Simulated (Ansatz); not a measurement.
Start from Te (space group P3_121, No. 152; a = 4.624 Å, c = 5.904 Å; made of chains).

It is then changed as follows: full substitution Te → Se; the structure is relaxed again.

Level of theory: plane-wave PAW DFT at the r2SCAN level (Ansatz, a program for electronic structure, 500 eV), spin-orbit coupling left out, earlier PAW set.

Base, band edges from the VBM (valence, conduction): K -2.26, 2.92; H -0.05, 0.54; M -0.91, 1.30; L -0.11, 1.18; A -1.20, 0.79; Γ -0.65, 1.26 eV.

Q: Give the band edges at the high-symmetry points of the new zone, measured from its valence-band maximum.

A: 
```tsv
point	valence edge (eV)	conduction edge (eV)
Γ	-0.40	2.26
M	-0.97	2.32
K	-1.39	3.23
A	-1.08	1.56
L	0.00	1.82
H	-0.27	1.33
```

The gap is 1.33 eV, indirect, L → H.

With Te present, leaving out spin-orbit coupling can change the band edges. Stability against distortions was not tested. No dispersion term is included, though the crystal is made of layers, chains or molecules, so its spacings can come out too wide.
